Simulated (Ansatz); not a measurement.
A periodic model of amorphous Sn₁₆Ta₈O₃₆:

```xyz
60
Lattice="10.1485 0.0000 0.0000 0.0000 10.1485 0.0000 0.0000 0.0000 10.1485" Properties=species:S:1:pos:R:3 pbc="T T T"
Sn     0.7978     9.7038     2.6375
Sn     0.7670     9.0471     8.5250
Sn     4.2929     2.7990     3.7467
Sn     7.8358     2.4589     4.1056
Sn     2.2763     5.7067     0.3410
Sn     5.9598     5.8479     4.8324
Sn     2.8594     6.9877     3.2656
Sn     2.7944     5.8556     6.9454
Sn     8.2585     0.9626     9.2685
Sn     4.8753     9.3660     1.5950
Sn     5.6931     3.3940     7.5455
Sn     4.4088     9.6382     8.2216
Sn     7.8887     6.7229     8.3875
Sn     1.0610     3.3725     4.4472
Sn     9.7742     6.1082     5.0344
Sn     4.9043     2.8226     0.2531
Ta     0.9501     2.2346     0.4124
Ta     8.8316     4.4751     1.1182
Ta     9.4362     3.8911     7.4506
Ta     2.5553     2.1460     7.6034
Ta     9.0873     9.2919     5.6556
Ta     7.9127     7.8926     2.3306
Ta     5.6919     6.0956     0.8621
Ta     5.4164     9.4621     4.8340
O      4.1017     7.2145     1.3223
O      0.0768     7.8394     6.1700
O      4.1403     4.7150     0.8848
O      0.8493     4.1885     0.9076
O      7.1922     9.5824     5.6784
O     10.0049     0.1859     4.4244
O      8.5294     7.8299     4.1908
O      5.0123     1.0769     4.7559
O      9.0402     9.2818     1.8277
O      9.3753     3.0967     5.6120
O      8.3940     5.4229     6.6312
O      9.0800     2.6116     0.3806
O      8.0635     2.6466     7.9036
O      6.4432     9.1235     3.0861
O      9.0613     5.0452     9.1154
O      0.2728     0.5473     9.8513
O      4.6508     8.7348     6.3850
O      8.9655     6.3842     1.5845
O      3.6738     5.8837     4.8740
O      2.0260     2.1033     5.8512
O      8.8767     3.8615     2.8784
O      2.7686     2.2708     9.8633
O      6.3605     6.3118     2.7656
O      9.3959    10.0766     7.3987
O      0.7816     2.8514     8.3160
O      6.1038     3.7674     4.4638
O      5.0116     1.8896     2.0090
O      6.6729     7.8598     0.7415
O      3.9579     8.7208     3.6409
O      0.9435     4.9206     6.5425
O      5.9772     6.0002     9.1110
O      4.4927     1.5438     7.5663
O      2.3510     0.1469     7.8814
O      6.9373     4.4862     0.9222
O      3.4479     3.9209     7.5508
O      1.1748     1.5869     2.1596
```

The numbers are results of PBE, scalar-relativistic without spin-orbit coupling (plane waves to 420 eV, PAW; Ansatz, an electronic-structure program), not measurements.

Preparation: random packing, a CHGNet melt and quench, and a DFT relaxation. O atoms were pushed apart under 1.9 Å during the dynamics, to hinder bonds among them. The hot cell started wider than the set density and was brought back towards it in steps. It is the lowest in DFT energy of 2 quenches. It is a model cell: composition and starting density were chosen by hand, and all elements were melted together. No dispersion term was used. Its density started from a set value of 6.90 and ended at 6.23 g/cm³. The simulated quench (nominally 190 K/ps over its main leg) is rapid and tends to freeze in more defects than a deposited or slowly cooled glass has. One small periodic cell is one sample of the glass; other quenches scatter about these values. The volume was free in the relaxation, at fixed shape. Stress components on the final sampling reach 1.4 GPa. On a 2×2×2 Γ-centred mesh force components of up to 0.19 eV/Å stay, since the relaxation ran on the zone centre alone. Cycles of charging lowered its energy after that relaxation.

Bonds are counted up to Sn-Sn 3.06 Å, Sn-Ta 3.09 Å, Sn-O 2.82 Å, Ta-Ta 3.12 Å, Ta-O 2.50 Å, O-O 1.58 Å. Two cations that share two anions don't count as bonded, nor two that share one unless they lie closer than Sn-Sn 2.97 Å, Sn-Ta 3.01 Å, Ta-Ta 3.04 Å.

Task: Give the coordination numbers, mean bond lengths and angles.

Result: 
- Mean coordination of Sn by anions: 3.38 (11 with 3, 4 with 4, 1 with 5); 2 close contacts or bonds to cations besides
- Mean coordination of Ta by anions: 5.75 (2 with 5, 6 with 6)
- Mean coordination of O: 2.78 (10 with 2, 24 with 3, 2 with 4)
- Mean Sn-O bond: 2.242 Å (spread 0.168 Å, 54 counted)
- Mean Ta-O bond: 2.010 Å (spread 0.116 Å, 46 counted)
- Mean Sn-Sn close contact: 3.018 Å (spread 0.000 Å, 1 counted)
- Bond angle at Sn: mean 95.7°, spread 24.1°
- Bond angle at Ta: mean 105.0°, spread 29.4°
- Bond angle at O: mean 117.8°, spread 17.1°

Task: List the pairs of like atoms that count as bonded by the rules above.

Result: Sn11-Sn16 (3.02 Å).
